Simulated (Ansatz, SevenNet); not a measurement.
For Ta2N (model structure, started from the CdI2 type, P-3m1, No. 164, 3 atoms in the cell), the machine-learned potential SevenNet-l3i5 (trained on PBE and PBE+U data) gives:

```
Quantity               Value
-------------------  -------
lattice constant a   3.109 Å
lattice parameter c  4.871 Å
```

Problem. What does r²SCAN+rVV10 in Ansatz (PAW) give for the same quantities?

Solution. 
- lattice constant a: 3.066 Å (shrinks by 1.4 %)
- lattice parameter c: 4.889 Å (increases by 0.4 %)

Changes are worked out from the printed values.

Unless a cell is named, each level is at its own relaxed cell (SevenNet-l3i5 13.59, r²SCAN+rVV10 13.26 Å³/atom).

Levels without +SOC leave out spin–orbit coupling, which shifts energies and cells of such heavy elements.

Ansatz's density-functional and Hartree–Fock values are scalar-relativistic unless marked +SOC, with PAW data made under PBE.

A model structure was made by putting elements into a prototype or built by hand; it is no filed structure, need not be a known phase, and can be a saddle point held by its symmetry.

Ansatz is an electronic-structure program.
